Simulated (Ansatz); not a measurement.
Partial pair distribution functions of a relaxed model of amorphous Si$_{26}$O$_{46}$, broadened by 0.06 Å; density 2.24 g/cm³. Level of theory: PBE, scalar-relativistic without spin-orbit coupling (plane waves to 420 eV, PAW; Ansatz, a first-principles code). The usual formal charges leave 12 electrons over, so the level spacing at the Fermi energy parts defect or band states and needn't be the band gap.

It comes from a melt-quench run on a machine-learned potential (CHGNet), relaxed afterwards by DFT. O atoms were pushed apart under 1.9 Å during the dynamics, to hinder bonds among them. The hot cell started wider than the set density and was brought back towards it in steps. It is the lowest in DFT energy of 2 quenches. It is a model cell: composition and starting density were chosen by hand, and all elements were melted together. No dispersion term was used. Its density started from a set value of 2.24 and ended at 2.24 g/cm³. Cooling (nominally 88 K/ps over its main leg) ran many orders faster than in experiment, which tends to leave more defects and strain. A cell of this size samples the disorder only roughly. The volume was free in the relaxation, at fixed shape. Stress components on the final sampling reach 1.7 GPa.

| r (Å) | g Si-O | g Si-Si | g O-O |
|---|---|---|---|
| 1.40 | 0.02 | 0.00 | 0.00 |
| 1.50 | 1.61 | 0.00 | 0.00 |
| 1.60 | 12.71 | 0.00 | 0.00 |
| 1.70 | 9.24 | 0.00 | 0.00 |
| 1.80 | 1.08 | 0.00 | 0.00 |
| 1.90 | 0.03 | 0.00 | 0.00 |
| 2.00 | 0.00 | 0.00 | 0.00 |
| 2.10 | 0.04 | 0.00 | 0.00 |
| 2.20 | 0.10 | 0.00 | 0.00 |
| 2.30 | 0.02 | 0.00 | 0.01 |
| 2.40 | 0.06 | 0.00 | 0.13 |
| 2.50 | 0.14 | 0.12 | 1.41 |
| 2.60 | 0.04 | 0.59 | 5.37 |
| 2.70 | 0.07 | 0.59 | 5.76 |
| 2.80 | 0.15 | 0.72 | 1.95 |
| 2.90 | 0.23 | 2.05 | 0.51 |
| 3.00 | 0.46 | 3.37 | 0.38 |
| 3.10 | 0.42 | 3.92 | 0.50 |
| 3.20 | 0.45 | 2.40 | 0.36 |
| 3.30 | 0.78 | 0.68 | 0.45 |
| 3.40 | 1.03 | 0.30 | 0.68 |
| 3.50 | 1.18 | 0.19 | 0.59 |
| 3.60 | 1.21 | 0.27 | 0.70 |
| 3.70 | 1.19 | 0.59 | 0.73 |
| 3.80 | 1.38 | 0.44 | 0.72 |
| 3.90 | 1.75 | 0.24 | 0.67 |
| 4.00 | 1.67 | 0.56 | 0.91 |
| 4.10 | 1.76 | 0.91 | 0.78 |
| 4.20 | 1.65 | 1.05 | 0.82 |
| 4.30 | 1.40 | 0.98 | 0.81 |
| 4.40 | 1.00 | 0.72 | 0.60 |
| 4.50 | 0.75 | 0.83 | 0.86 |
| 4.60 | 0.75 | 1.12 | 1.08 |
| 4.70 | 0.74 | 1.21 | 1.34 |
| 4.80 | 0.70 | 0.77 | 1.45 |
| 4.90 | 0.73 | 1.05 | 1.27 |
| 5.00 | 0.74 | 1.76 | 1.56 |
| 5.10 | 0.75 | 1.52 | 1.32 |

Within 1.94 Å each Si has 3.54 O neighbours on average.
